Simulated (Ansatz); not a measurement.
An Ansatz (a first-principles code) run: Mo5Si3 with a change (biaxial strain −0.45 %, plane normal [001], relaxed out of plane); Kohn–Sham DFT with the PBEsol functional, run in Ansatz with PAW and 420 eV plane waves, no spin-orbit coupling.

Input:

Ansatz 0.2 input:
```yaml
crystal:
  lattice:
    - [0, 0, -4.8857612932]
    - [-4.7803196297, -4.7803196297, -2.4428806466]
    - [-4.7803196297, 4.7803196297, -2.4428806466]
  atoms:
    - { symbol: Mo, position: [0.9234841763, 0.3006971082, 0.8523345392] }
    - { symbol: Mo, position: [0.0765158237, 0.6993028918, 0.1476654608] }
    - { symbol: Mo, position: [0.2241812845, 0.8523345392, 0.6993028918] }
    - { symbol: Mo, position: [0.7758187155, 0.1476654608, 0.3006971082] }
    - { symbol: Mo, position: [0.5765158237, 0.1476654608, 0.6993028918] }
    - { symbol: Mo, position: [0.4234841763, 0.8523345392, 0.3006971082] }
    - { symbol: Mo, position: [0.2758187155, 0.3006971082, 0.1476654608] }
    - { symbol: Mo, position: [0.7241812845, 0.6993028918, 0.8523345392] }
    - { symbol: Mo, position: [0.75, 0.5, 0.5] }
    - { symbol: Mo, position: [0.25, 0.5, 0.5] }
    - { symbol: Si, position: [0.8325149808, 0.8349700385, 0.5] }
    - { symbol: Si, position: [0.1674850192, 0.1650299615, 0.5] }
    - { symbol: Si, position: [0.6674850192, 0.5, 0.1650299615] }
    - { symbol: Si, position: [0.3325149808, 0.5, 0.8349700385] }
    - { symbol: Si, position: [0.25, 0, 0] }
    - { symbol: Si, position: [0.75, 0, 0] }
basis: { ecutwfc: 420, ecutrho_ratio: 4, xc_grid: 2, fft_grid_basis: typed }
kpoints: { mp_grid: { grid: [9, 9, 9] } }
hamiltonian:
  xc: pbesol
  dispersion: none
  pseudopotentials: { kind: paw }
scf: { occupations: { method: fermi_dirac, width: 0.05 }, convergence: { dr2_threshold: 0.0000000016 } }
output: { forces: true, stress: true }
checkpoint: { write: state.ck, write_every: 1000 }
```

Output (explanatory and most iteration lines left out):

```
Pseudopotential: Mo, paw, valence charge 14
Pseudopotential: Si, paw, valence charge 4
Crystal: 16 atoms, lattice volume = 223.294 Å³
Basis set: ecut = 420 eV, 4329 PW (Γ), exchange–correlation on 72×100×100 points (8 copies of the dense FFT grid, shifted against one another)
Bands: 98, of which v1, the nominal top of the filled ones, is band 82 counted from 1 (81 counted from 0)
Symmetry: 16 space group operations
Space group: I4/mcm (ITA 140), of the structure as read, at distance tolerance 6.1e-5 Å
k-points: 75 of 729
Functional: x = pbesol(κ = 0.804, μ = 0.12345679012345678), c = pbesol(β = 0.046)
SCF iter   1: F=—  HF=-52711.011754 eV  |F-HF|=—  |Δ(HF+E_count)|=         —  Δρ=6.51e-3  dr2=6.33e-2  ethr=1.77e-3  ⟨swp⟩=6.1  Hψ=26893  notcnv=0  defer=5
SCF iter   2: F=—  HF=-52711.004364 eV  |F-HF|=—  |Δ(HF+E_count)|=   7.39e-3  Δρ=3.63e-3  dr2=1.91e-2  ethr=3.86e-5  ⟨swp⟩=1.5  Hψ=9245  notcnv=0  defer=62
SCF 1 converged in 7 iterations: F = -52711.000636 eV  dr2 = 1.42e-9
SCF converged after 7 iterations
Free energy (F): -52711.000636 eV
Internal energy: -52710.930070 eV  (E = F + TS)
E sigma→0 (E₀):  -52710.965353 eV
Entropy (-TS):   -0.070566 eV (-4.410 meV/atom)
Fermi energy:    18.963954 eV
--- Forces (eV/Å), atoms counted from 1 ---
  atom   1  Mo     0.01570167    -0.00209646     0.00000000
  atom   2  Mo    -0.01570167     0.00209646    -0.00000000
  atom   3  Mo     0.00209646     0.01570167    -0.00000000
  atom   4  Mo    -0.00209646    -0.01570167     0.00000000
  atom   5  Mo    -0.01570167    -0.00209646    -0.00000000
  atom   6  Mo     0.01570167     0.00209646     0.00000000
  atom   7  Mo    -0.00209646     0.01570167     0.00000000
  atom   8  Mo     0.00209646    -0.01570167     0.00000000
  atom   9  Mo    -0.00000000     0.00000000    -0.00000000
  atom  10  Mo     0.00000000     0.00000000     0.00000000
  atom  11  Si     0.00940894     0.00940894     0.00000000
  atom  12  Si    -0.00940894    -0.00940894     0.00000000
  atom  13  Si    -0.00940894     0.00940894     0.00000000
  atom  14  Si     0.00940894    -0.00940894    -0.00000000
  atom  15  Si    -0.00000000     0.00000000     0.00000000
  atom  16  Si     0.00000000     0.00000000    -0.00000000
--- Stress (GPa, compression-positive) ---
        2.501464       0.000000      -0.000000
        0.000000       2.501464       0.000000
       -0.000000       0.000000       0.172171
  P = ⅓ Tr σ = 1.7250 GPa (17.250 kbar)
```

A biaxial case was relaxed in a doubled cell and then solved in the primitive one. Without a gap, meshes like the base's 9×9×9 leave anisotropic stresses uncertain by several tenths of a GPa, and small strain energies with them. Stability against distortions was not tested. All final runs are without spin polarisation. The cell was made from Mo5Si3 (space group I4/mcm, No. 140) by this change: biaxial strain −0.45 %, plane normal [001], relaxed out of plane.
